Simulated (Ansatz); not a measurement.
System: C11b MoSi₂. Method: PBEsol (Ansatz, a quantum-chemistry and plane-wave program, plane waves, PAW).

Settings: plane-wave cutoff 500 eV, 18×18×18 k mesh, Fermi–Dirac smearing 0.05 eV, no spin polarisation, scalar-relativistic PAW data made under PBE.

Computed at the level's own relaxed cell.

Q: What does this level give for the equilibrium volume per atom, equilibrium lattice constant a and c axis length?

A: 
- equilibrium volume per atom = 13.27 Å³/atom
- equilibrium lattice constant a = 3.190 Å
- c axis length = 7.821 Å

Measured, for comparison: lattice constant a 3.205 Å, lattice parameter c 7.845 Å (temperature not stated, not corrected to a static lattice; as tabulated in Pavlosiuk et al. (2022), arXiv:2202.05362). Computed (rounded) less measured: lattice constant a -0.5 %, lattice parameter c -0.3 %. A static lattice is as a rule a little smaller and stiffer than an uncorrected measurement, which narrows the difference in the lattice constant a, lattice parameter c and would widen misses of the other sign.

The computed numbers hold no vibrational or temperature effects.
